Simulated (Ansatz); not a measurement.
Start from C in the diamond structure (space group Fd-3m, No. 227; a = 3.554 Å).

Calculations: PBEsol/PAW in Ansatz (a quantum-chemistry and plane-wave program), without spin-orbit coupling.

For the base:

```
Item                                          Value
-------------------  ------------------------------
Gap character        indirect, Γ → Γ–X (75 % along)
Lattice parameter a                      6.716 bohr
Smallest direct gap                         5.57 eV
Band gap                                    4.03 eV
```

One thing is altered: a hydrostatic pressure of 0.9 GPa.

Problem. How does this affect the gap character, lattice parameter a, smallest direct gap and band gap?

Solution. The gap character remains indirect, Γ → Γ–X (75 % along); the lattice parameter a decreases by 0.0043 bohr, from 6.716 bohr to 6.711 bohr; the smallest direct gap hardly moves (5.57 eV against 5.58 eV); the band gap stays essentially unchanged (4.03 eV against 4.04 eV).

Load acts through the strain it causes; cell and atoms are relaxed under it. No phonon test of stability was made.
